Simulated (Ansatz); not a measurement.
## Element substitutions in BaO

Consider BaO in the rock salt structure (space group Fm-3m, No. 225; a = 5.574 Å).

Each row replaces one element on all its sites; cell and atoms are relaxed.

Levels (all Ansatz, an electronic-structure program, PAW): PBE (420 eV, no spin-orbit coupling); PBEsol (420 eV, without spin-orbit coupling).

The base cell above is that of PBE; each level relaxes its own structures.

```tsv
case	shift of the gap caused by the change, PBE	shift of the gap caused by the change, PBEsol
Ba → Mg	+2.36 eV	?
Ba → Ca	+1.56 eV	+1.71 eV
O → S	+0.13 eV	?
```

Problem. What belongs in the blanks?

Solution. 
- Ba → Mg, shift of the gap caused by the change, PBEsol: +2.78 eV
- O → S, shift of the gap caused by the change, PBEsol: +0.20 eV

PBE lies below PBEsol in every row, by 0.07 eV to 0.42 eV. They put the cases in the same order.

Stability against distortions was not tested.
